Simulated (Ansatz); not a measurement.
The starting structures come from a database of crystals and need not be the phases stable at ambient conditions.

The decay constant κ of evanescent states in the gap governs leakage through a thin film.

Input:

```xyz
9
Lattice="7.9247 0.0000 0.0000 -2.5505 7.5030 0.0000 2.6871 3.7515 6.4425" Properties=species:S:1:pos:R:3 pbc="T T T"
Cs     1.4118     7.5030     3.2213
Cs     6.6494     3.7515     3.2213
Pd     0.0000     0.0000     0.0000
I     -0.3959     5.9597     0.0000
I      5.7700     1.5433     0.0000
I      5.3742     7.5030     2.6503
I      2.6871     3.7515     3.7922
I      3.5212     4.9161     0.0000
I      1.8530     2.5870     0.0000
```

Space group of this cell: I4/mmm. The cell is taken as given.

Transport runs along the normal of the first two printed cell vectors, the (110) plane of the conventional cell.

No gap correction and no spin-orbit coupling; mid-gap values are interpolated between computed energies.

Q: Estimate the band gap and the smallest decay constant κ at mid-gap that r2SCAN (Ansatz, a program for electronic structure) returns for this system.

A: Gap 0.70 eV on a 6×6×6 mesh; κ = 0.172 1/Å, at (0.500, 0.500) of the in-plane reciprocal vectors. At the zone centre, at the nearest computed energy, the slowest state has κ = 0.18 1/Å.
